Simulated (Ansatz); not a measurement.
hypothetical diamond Ga with two functionals, pressure 10 GPa

The parent structure is Ga in the diamond structure (space group Fd-3m, No. 227; a = 5.884 Å; a hypothetical phase, not in the database extracts checked).

(Cell as relaxed with PBE.)

Levels (all Ansatz, a first-principles code, PAW): PBE (420 eV, no spin-orbit coupling); PBEsol (420 eV, without spin-orbit coupling).

Each level relaxes its own structure.

```tsv
base	PBE	PBEsol
volume per atom	25.47 Å³	23.86 Å³
lattice parameter a	5.884 Å	5.758 Å
band gap	zero	zero
```

One thing is altered: a hydrostatic pressure of 10 GPa.

| quantity | PBE | PBEsol |
|---|---|---|
| lattice parameter a | 5.535 Å | [?] |
| band gap | zero | [?] |

Task: What does PBEsol give?

Result: 
- lattice parameter a, PBEsol: 5.460 Å
- band gap, PBEsol: zero

PBE's lattice parameter a lies 0.075 Å above PBEsol's (1.4 %); the two agree on the band gap. Neither level is exact; PBEsol is the comparison here, not a measurement.

Load acts through the strain it causes; cell and atoms are relaxed under it. Whether these cells are dynamically stable was not tested. No other phases were tried under pressure.
